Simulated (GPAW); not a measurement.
Worked example: self-consistent single point of BaAlGe (P1, 3 atoms in the cell) in GPAW.

Method of the run: PBEsol, GPAW PAW datasets PBEsol (made by gpaw-setup) (plane waves; GPAW).

The change in words: atoms moved at random. Reference geometry:
```xyz
3
Lattice="4.4375 0.0000 0.0000 -2.2187 3.8430 0.0000 0.0000 0.0000 5.3297" Properties=species:S:1:pos:R:3 pbc="T T T"
Ba     0.0000     0.0000     0.0000
Al     2.2188     1.2810     2.6649
Ge     0.0000     2.5620     2.6649
```

Reference input (self-consistent single point, DFT PBEsol, plane waves, GPAW PAW datasets PBEsol (made by gpaw-setup)): mode = pw; ecut = 600 eV; xc = PBEsol; kpts = 6 6 4; mesh shift (steps) = 0 0 0; occupations.name = fermi-dirac; occupations.width = 0.1 eV; nbands = -11; symmetry.symmorphic = false; symmetry.tolerance = 0.0005; maxiter = 120. This run's input differs from it in these lines:

```diff
@@ -8,5 +8,5 @@
                     [0.000000, 0.000000, 5.329712]],
-              positions=[[0.000000, 0.000000, 0.000000],
-                         [2.218750, 1.280993, 2.664856],
-                         [-0.000002, 2.561991, 2.664856]],
+              positions=[[0.016157, -0.091255, 0.002835],
+                         [2.225475, 1.313985, 2.648382],
+                         [-0.022886, 2.620258, 2.678495]],
               pbc=True)
```

Output (repeated stretches shortened):

```
     iter     time        total  log10-change:
                         energy   eigst   dens
iter:   1 --:--:--   -12.658751
iter:   2 --:--:--   -12.654309   -1.85  -1.05
iter:   3 --:--:--   -12.487527   -2.19  -1.09
iter:   4 --:--:--   -12.524193   -2.81  -1.39
iter:   5 --:--:--   -12.468493   -3.08  -1.52
iter:   6 --:--:--   -12.468893   -4.86  -2.09
iter:   7 --:--:--   -12.467957c  -4.37  -2.22
iter:   8 --:--:--   -12.467778c  -5.00  -2.76
iter:   9 --:--:--   -12.467767c  -6.30  -3.00
iter:  10 --:--:--   -12.467742c  -6.14  -3.08
iter:  11 --:--:--   -12.467742c  -6.97  -3.45
iter:  12 --:--:--   -12.467738c  -7.46c -3.53
iter:  13 --:--:--   -12.467750c  -7.07  -3.44
iter:  14 --:--:--   -12.467749c  -8.19c -3.76
iter:  15 --:--:--   -12.467737c  -7.61c -3.80
iter:  16 --:--:--   -12.467737c  -9.49c -4.25c
Converged after 16 iterations.

Dipole moment: (-0.387453, 3.800719, -0.166333) |e|*Ang

Energy contributions relative to reference atoms: (reference = -284836.615692)

Kinetic:         +9.872424
Potential:       -6.530902
External:        +0.000000
XC:             -15.714359
Entropy (-ST):   -0.056874
Local:           -0.066462
SIC:             +0.000000
--------------------------
Free energy:    -12.496174
Extrapolated:   -12.467737

Showing only first 2 kpts
 Kpt  Band  Eigenvalues  Occupancy
  0     6      4.89204    1.99997
  0     7      5.05235    1.99983
  0     8      5.30837    1.99776
  0     9      6.16848    0.28167

  1     6      5.02025    1.99987
  1     7      5.16209    1.99948
  1     8      5.97130    1.08153
  1     9      6.97495    0.00010

Fermi level: 5.98764

No gap
No difference between direct/indirect transitions
Energy (eV): -12.467737

Forces in eV/Ang:
  0 Ba   -0.04347    0.25057   -0.01420
  1 Al   -0.17031    0.02562    0.01336
  2 Ge    0.21387   -0.27706    0.00078

Stress tensor:
     0.021951    -0.001602    -0.000046
    -0.001602     0.015992     0.000149
    -0.000046     0.000149     0.022229
Stress (GPa, Voigt): [ 3.517   2.5622  3.5614  0.0239 -0.0074 -0.2566]
```

The run converged in 16 iterations. GPAW prints stress with tension positive. Against the reference run the free energy goes up by 7.6 meV/atom, the pressure goes from -3.33 to -3.21 GPa and the largest force goes from 0.000 to 0.350 eV/Å.

The starting cell comes from a database of computed structures (which also holds hypothetical and non-ambient phases and stackings), without a prior relaxation at this level. Its lattice was rescaled by a random factor within 2.5 % of one. For this run, on top of that: atoms moved at random. With a pressure of about -3 GPa the cell is away from its equilibrium volume at this level.

Cost on one core of a shared machine: roughly 3 min.
